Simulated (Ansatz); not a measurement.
For MgS (P6₃mc, No. 186, 4 atoms in the cell; start mp-1185942; another space group than a measured phase of this formula), PBEsol (plane waves, PAW; Ansatz, a quantum-chemistry and plane-wave program) gives:

```
Quantity                               Value
------------------------------  ------------
equilibrium lattice constant a       4.028 Å
lattice parameter c                  6.416 Å
cohesive energy                 3.96 eV/atom
band gap                             3.30 eV
```

What does r²SCAN+rVV10 (Ansatz, PAW) give for the same quantities?


- lattice constant a: 4.019 Å (falls by 0.2 %)
- lattice parameter c: 6.433 Å (rises by 0.3 %)
- cohesive energy: 4.10 eV/atom (goes up by 0.14 eV/atom)
- band gap: 4.12 eV (goes up by 0.82 eV)

Changes are worked out from the printed values.

Unless a cell is named, each level is at its own relaxed cell (PBEsol 22.54, r²SCAN+rVV10 22.49 Å³/atom).

Density-functional gaps are differences of (generalised) Kohn–Sham levels.

Caveats: the relaxation could not lower the start's symmetry, so the cell can be a saddle point above a distorted one (PBEsol, r²SCAN+rVV10). Ansatz's density-functional and Hartree–Fock values are scalar-relativistic unless marked +SOC, with PAW data made under PBE.

A start named mp-… is a Materials Project structure, which need not be a measured phase.
